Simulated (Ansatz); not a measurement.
**Sb_Si in alpha quartz**

Method: PBE, PAW (plane waves to 420 eV; Ansatz, an electronic-structure program). Cell: 72 sites, 2×2×2; final energies on a 2×2×2 Γ-centred mesh. Site at the start: the Si site. Charged cells carry a point-charge image correction with potential alignment at far atoms. Dielectric constants: PBE linear response of the host. Host gap at this level: 5.68 eV. A cell of this size leaves errors of a few tenths of an eV. The semilocal functional narrows the gap, so deep levels can fall outside it. Spin–orbit coupling is left out, which matters for these heavy elements. Each state is the lowest found from its start.

Formation energies E_f are given with the Fermi level at the valence-band maximum. Chemical conditions: O-rich (Δμ(Si) = -8.33 eV, Δμ(Sb) = -3.92 eV, bounded by SbO2 (C2/c); only phases computed here count, gases as isolated molecules at 0 K). Reference phases: Sb: rhombohedral Sb, Si: silicon.

```csv
charge,moment (μB),point group,largest move off a lattice site (Å),image correction with alignment (eV),"E_f, O-rich (eV)"
+1,not spin-polarised,C2,0.35,0.64,0.04
0,1.0,C1,0.72,0.00,2.20
−1,not spin-polarised,C1,1.17,0.15,5.06
```

Point groups are those of the whole cell at tolerances of 0.03 and 0.1 Å ("near" where only the looser one holds); none is given for unsettled states.

Transition levels above the valence-band maximum: ε(+1/0) = 2.17 eV; ε(0/−1) = 2.86 eV. On the lower envelope of the bound states, inside the gap: (+1/0) at 2.17 eV; (0/−1) at 2.86 eV.

Flagged in the runs: a host whose relaxation on this sampling wasn't shown to rest, a strain field that reaches the edge of the cell.

All states together cost around 90 core-minutes (rough).
